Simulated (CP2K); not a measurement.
Input and output of a self-consistent single point for Be (P6_3/mmc, 2 atoms in the cell) (CP2K)

Level of theory: PBE, GPW, DZVP-MOLOPT-PBE-GTH basis, GTH-PBE potentials (POTENTIAL_UZH) (CP2K).

Input:

```
&GLOBAL
  PROJECT bulk
  RUN_TYPE ENERGY_FORCE
  PRINT_LEVEL MEDIUM
&END GLOBAL
&FORCE_EVAL
  METHOD Quickstep
  STRESS_TENSOR ANALYTICAL
  &DFT
    BASIS_SET_FILE_NAME BASIS_MOLOPT_UZH
    POTENTIAL_FILE_NAME POTENTIAL_UZH
    &QS
      METHOD GPW
      EPS_DEFAULT 1E-10
    &END QS
    &MGRID
      CUTOFF 650
      REL_CUTOFF 50
      NGRIDS 5
    &END MGRID
    &SCF
      SCF_GUESS ATOMIC
      EPS_SCF 1E-7
      MAX_SCF 100
      ADDED_MOS 4
      &DIAGONALIZATION
        ALGORITHM STANDARD
      &END DIAGONALIZATION
      &MIXING
        METHOD BROYDEN_MIXING
        ALPHA 0.3
        NBUFFER 10
        BETA 1.5
      &END MIXING
      &SMEAR ON
        METHOD FERMI_DIRAC
        ELECTRONIC_TEMPERATURE [K] 580.23
      &END SMEAR
    &END SCF
    &KPOINTS
      SCHEME MONKHORST-PACK 13 13 8
      GAMMA_CENTERED T
    &END KPOINTS
    &XC
      &XC_FUNCTIONAL PBE
      &END XC_FUNCTIONAL
    &END XC
    &PRINT
      &MO
        EIGENVALUES T
        OCCUPATION_NUMBERS T
        NDIGITS 8
        FILENAME mo
        &EACH
          QS_SCF 0
        &END EACH
        ADD_LAST NUMERIC
      &END MO
      &MULLIKEN ON
      &END MULLIKEN
    &END PRINT
  &END DFT
  &SUBSYS
    &CELL
      ABC 2.23896200 2.23896203 3.53335500
      ALPHA_BETA_GAMMA 90.00000000 90.00000000 119.99999962
      PERIODIC XYZ
    &END CELL
    &COORD
      Be      -0.00000112     1.29266598     2.65001625
      Be       1.11948212     0.64633202     0.88333875
    &END COORD
    &KIND Be
      BASIS_SET DZVP-MOLOPT-PBE-GTH-q4
      POTENTIAL GTH-PBE-q4
    &END KIND
  &END SUBSYS
  &PRINT
    &FORCES ON
    &END FORCES
    &STRESS_TENSOR ON
    &END STRESS_TENSOR
  &END PRINT
&END FORCE_EVAL
```

Output, abridged:

```
 GLOBAL| Method name                                                        CP2K
 GLOBAL| Project name                                                       bulk
 GLOBAL| Run type                                                   ENERGY_FORCE

 CELL| Volume [angstrom^3]:                                            15.339505
 CELL| Vector a [angstrom]:       2.239     0.000     0.000   |a| =     2.238962
 CELL| Vector b [angstrom]:      -1.119     1.939     0.000   |b| =     2.238962
 CELL| Vector c [angstrom]:       0.000     0.000     3.533   |c| =     3.533355
 CELL| Angle (b,c), alpha [degree]:                                    90.000000
 CELL| Angle (a,c), beta  [degree]:                                    90.000000
 CELL| Angle (a,b), gamma [degree]:                                   120.000000
 CELL| Numerically orthorhombic:                                              NO
 CELL| Periodicity                                                           XYZ

 DFT| Spin restricted Kohn-Sham (RKS) calculation                            RKS
 DFT| Multiplicity                                                             1
 DFT| Number of spin states                                                    1
 DFT| Charge                                                                   0
 DFT| XC density smoothing                                                  NONE
 DFT| XC derivatives                                                          PW

 QS| Method:                                                                 GPW
 QS| Density plane wave grid type                        NON-SPHERICAL FULLSPACE
 QS| Number of grid levels:                                                    5
 QS| Density cutoff [a.u.]:                                                325.0
 QS| Multi grid cutoff [a.u.]: 1) grid level                               325.0
   [... lines left out ...]
 BRILLOUIN| Wavefunction type                                            COMPLEX
 BRILLOUIN| List of Kpoints [2 Pi/Bohr]                                      677
 BRILLOUIN| Number           Weight            X              Y              Z
 BRILLOUIN|     1           0.00148       -0.46154       -0.46154       -0.37500
 BRILLOUIN|     2           0.00148       -0.46154       -0.46154       -0.25000
 BRILLOUIN|     3           0.00148       -0.46154       -0.46154       -0.12500
   [... 674 lines left out ...]
 *******************************************************************************

 Extrapolation method: initial_guess

 Re-scaling the density matrix to get the right number of electrons
                  # Electrons              Trace(P)               Scaling factor
                            8                 8.000                        1.000

 Number of electrons:                                                          8
 Number of occupied orbitals:                                                  4
 Number of molecular orbitals:                                                 8

 Number of orbital functions:                                                 12
 Number of independent orbital functions:                                     12
 SCF WAVEFUNCTION OPTIMIZATION

  Step     Update method      Time    Convergence         Total energy    Change
     1 NoMix/Diag. 0.30E+00      -     1.20675552       -30.0524030061 -3.01E+01
     2 Broy./Diag. 0.30E+00      -     0.00183113       -29.3223753876  7.30E-01
     3 Broy./Diag. 0.30E+00      -     0.00519463       -29.3095161174  1.29E-02
     4 Broy./Diag. 0.30E+00      -     0.00032366       -29.3130182654 -3.50E-03
     5 Broy./Diag. 0.30E+00      -     0.00045104       -29.3205350415 -7.52E-03
     6 Broy./Diag. 0.30E+00      -     0.00003010       -29.3210485875 -5.14E-04
     7 Broy./Diag. 0.30E+00      -     0.00005224       -29.3213452010 -2.97E-04
     8 Broy./Diag. 0.30E+00      -     0.00000098       -29.3213422321  2.97E-06
     9 Broy./Diag. 0.30E+00      -     0.00000165       -29.3213239853  1.82E-05
    10 Broy./Diag. 0.30E+00      -     0.00000020       -29.3213222343  1.75E-06
    11 Broy./Diag. 0.30E+00      -     0.00000040       -29.3213196137  2.62E-06
    12 Broy./Diag. 0.30E+00      -     0.00000001       -29.3213194691  1.45E-07
  *** SCF run converged in    12 steps ***

  Electronic density on regular grids:         -7.9999999993        0.0000000007
  Core density on regular grids:                7.9999999994       -0.0000000006
  Total charge density on r-space grids:        0.0000000002
  Total charge density g-space grids:           0.0000000002

  Overlap energy of the core charge distribution:               0.00000000000000
  Self energy of the core charge distribution:                -27.77548719004339
  Core Hamiltonian energy:                                      1.04605328966816
  Hartree energy:                                               3.12898311539936
  Exchange-correlation energy:                                 -5.72083355281778
  Electronic entropic energy:                                  -0.00003513125564
  Fermi energy:                                                 0.29056073175504

  Total energy:                                               -29.32131946905609
  Total energy (extrapolated to T->0):                        -29.32130190342827

                     Mulliken Population Analysis

 #  Atom  Element  Kind  Atomic population                           Net charge
       1     Be       1          4.000000                              0.000000
       2     Be       1          4.000000                              0.000000
 # Total charge                              8.000000                  0.000000

 ENERGY| Total FORCE_EVAL ( QS ) energy [hartree]            -29.321319414924758

 FORCES| Atomic forces [hartree/bohr]
 FORCES|   Atom     x               y               z               |f|
 FORCES|      1  1.31051602E-07 -7.48356306E-08 -3.88299382E-16   1.50913532E-07
 FORCES|      2 -1.31069196E-07  7.48640586E-08  4.38768637E-15   1.50942908E-07
 FORCES| Sum    -1.75939368E-11  2.84280120E-11  3.99938699E-15
 FORCES| Total atomic force                                       3.34319981E-11

 STRESS| Analytical stress tensor [bar]
 STRESS|                        x                   y                   z
 STRESS|      x        6.18903160789E+04  -8.03108831354E+01  -1.13874478980E-09
 STRESS|      y       -8.03108831354E+01   6.17975208626E+04  -1.46175622169E-09
 STRESS|      z       -1.13874478980E-09  -1.46175622169E-09   2.55535607106E+04
 STRESS| 1/3 Trace                                             4.97471325507E+04
```

The run converged in 12 iterations.

The starting cell comes from a database of computed structures (which also holds hypothetical and non-ambient phases and stackings), without a prior relaxation at this level. Its lattice was rescaled by a random factor within 2.5 % of one. Values carry the incompleteness of an atom-centred basis. With a pressure of about 5 GPa the cell is away from its equilibrium volume at this level.

Cost on one core of a shared machine: roughly 60 s.
